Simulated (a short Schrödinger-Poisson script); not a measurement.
Structure: symmetric double-gate stack, SiO2 on p-type GaAs, at 300 K.

```tsv
layer	material	thickness (nm)	Na (cm⁻³)
1	SiO2	2.3	-
2	GaAs	3	2e15
3	SiO2	2.3	-
```

The device is made up for the run: typed textbook-type constants, with dimensions and the other settings drawn at random. SiO2: permittivity 3.9, conduction-band edge (eV) 3.17, gap (eV) 9, electron mass (mₑ) 0.5. GaAs: permittivity 12.9, conduction-band edge (eV) 0, gap (eV) 1.424, Nv at 300 K (cm⁻³) 9e18.

Channel valleys (confinement mass, in-plane density-of-states mass, number): Γ 0.067, 0.067, 1. At the gates, both at one voltage, the conduction-band edge of layer 1 lies 3.36 eV − eVg above the Fermi level of the channel. Gaps are held at their typed values at every temperature. Mesh 0.03 nm at interfaces.

Solved with a short Schrödinger-Poisson script written for these runs: 1D Poisson equation in equilibrium, electrons classical, Boltzmann, parabolic valleys, classical holes, full ionisation, no traps, pinning or gate leakage.

The same stack at other levels of the model or other numerical settings:

| run | sheet density of all electrons at Vg = 1.6 V (cm⁻²) | sheet density of all electrons at Vg = 0.4 V (cm⁻²) | capacitance of both gates at Vg = 1.6 V (μF/cm²) | rough cost against the base |
|---|---|---|---|---|
| base | 2.31e13 | 2.38e12 | 2.88 | about 1 |
| electrons treated as classical, Fermi-Dirac | 1.29e13 | 1.26e12 | 1.75 | 2 |
| electrons treated as quantum, Hartree | 1.28e13 | 2.43e11 | 1.72 | 9 |
| electrons treated as quantum, Hartree plus LDA exchange-correlation | 1.32e13 | 3.13e11 | 1.74 | 10 |
| mesh six times as coarse | 2.28e13 | 2.35e12 | 2.85 | about 1 |

The classical rows ignore confinement, and Boltzmann statistics overrate the density once the band edge passes the Fermi level.

Above a few 1e12 electrons/cm² a light Γ valley is non-parabolic and upper valleys begin to fill, which the model leaves out.
